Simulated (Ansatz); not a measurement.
## TaC (Fm-3m): band-structure transport figures

Here is the system:

```
TaC
1.0
    0.00000     2.20925     2.20925
    2.20925     0.00000     2.20925
    2.20925     2.20925     0.00000
Ta C
1 1
Direct
  0.00000   0.00000   0.00000
  0.50000   0.50000   0.50000
```

Method: PBEsol, rigid bands (plane waves, PAW, scalar-relativistic; Ansatz, an electronic-structure program). Condition of this run: hydrostatic pressure 5 GPa (the target of the relaxation). Geometry: cell and atoms relaxed with PBEsol, then loaded as said.

```
Item                                                              Result
------------------------------------  ----------------------------------
density of states at the Fermi level  0.608 states/(eV·cell), both spins
bare Sommerfeld coefficient                    0.72 mJ/(mol of atoms·K²)
Drude plasma energy                                               8.4 eV
root-mean-square Fermi velocity                                9.8e5 m/s
resistivity times τ                                     7.0 ×10⁻²² Ω·m·s
```

A metal at this level (no band gap); rigid bands, thermally averaged at 300 K, both spins. Spin-orbit coupling is left out, which matters with elements this heavy. τ is one relaxation time for all states.
